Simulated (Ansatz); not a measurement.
Functionals compared on H on the 1x1 (110) surface of rutile TiO2 (cut with top plane O), one in a 2x1 cell, started at the site 'top O', in Ansatz (plane waves, PAW). The structure was relaxed with PBE; the other rows are single points on it, each with its references at the same level. Cutoff 420 eV (500 eV for r2SCAN). The points keep PBE's geometry, so the relaxation of a polaron and the settling of charge on one site are left out.

Host crystal: rutile TiO2, with a band gap (PBE, scalar-relativistic without spin-orbit coupling).

Model: 49-atom slab, 12.7 Å thick at the start under the adsorbate, 4x3x1 mesh, Fermi-Dirac 0.01 eV, dipole correction, 24 atoms held, the rest relaxed; symmetry of the start imposed; spin-polarised, ending with about 0.6 μB a cell, a value that depends on the mesh; orders that need a larger cell were not tried, no spin-orbit, no U, no dispersion correction. The slab shows no gap over 0.04 eV on its mesh. At the end it is bonded to O. In PBE it is, or lies within 0.03 eV of, the lowest of the starts that converged. These notes are the PBE run's. r2SCAN: The program's check for a lower electronic state was not made. Adsorption energies are against ½ H2(g). A negative adsorption energy means that the adsorbate is more stable on the surface than in its reference.

| functional | adsorption energy (eV) |
|---|---|
| PBE | 0.20 |
| RPBE | 0.41 |
| r2SCAN | 0.17 |

Ansatz is an electronic-structure program.
